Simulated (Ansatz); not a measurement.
Structures of equal composition on the (111) surface of fcc Ir: a layer of Mg in place of the second plane; a layer of Mg in place of the third plane. The slabs share one bottom face, and each structure is named by its start. These are constructed structures in small cells; real faces may alloy, dewet or reconstruct in larger ones, and not all known structures of the face are among them. Slabs of about 11 Å, Fermi-Dirac smearing of 0.1 eV. Bottom of the slabs: a bare face, its two planes held. Relaxed from the named starts with such symmetry as they have, on meshes of like density; energies extrapolated to zero smearing; spin only where a row says so; no spin-orbit coupling, no U. Brackets mark spin-polarised runs, whose order is one that fits the cell.

The numbers are results of PBE (plane waves to 420 eV, PAW; Ansatz, a program for electronic structure), not measurements.

Problem. Rank these by energy per 1x1 cell (lowest first), as PBE gives it.

Solution. a layer of Mg in place of the second plane (0.000 eV), a layer of Mg in place of the third plane (0.529 eV)
